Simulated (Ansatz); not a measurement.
Functionals compared on a constructed model of the (111)A surface of 3C silicon carbide, Si-terminated, (√3x√3)R30° In adatom at H3 (bottom of the slab: 3 H on 3 bottom sites), in Ansatz (plane waves, PAW). The structure was relaxed with PBE; the other rows are single points on it. Cutoff 420 eV (500 eV for r2SCAN). HSE06 used the coarser mesh 4x4x1.

Model: 28-atom slab, 11.3 Å thick at the start with caps and adatoms (thin: gaps and levels are the slab's own), 6x6x1 mesh, Fermi-Dirac 0.025 eV, dipole correction, 6 atoms held, the rest relaxed; held to the start's symmetry, so lower structures may exist; no spin, no spin-orbit, no U. In PBE it lies 0.13 eV a 1x1 cell over the lowest computed structure of the same composition ((√3x√3)R30° In adatom at T4). These notes are the PBE run's.

| functional | gap of the slab on its k-mesh (eV) | highest filled level below the top vacuum level (eV) | rough cost of the single point |
|---|---|---|---|
| PBE | 0.95 | 4.10 | – |
| r2SCAN | 1.10 | 4.23 | around 2.2 core-minutes (rough) |

Ansatz is a quantum-chemistry and plane-wave program.
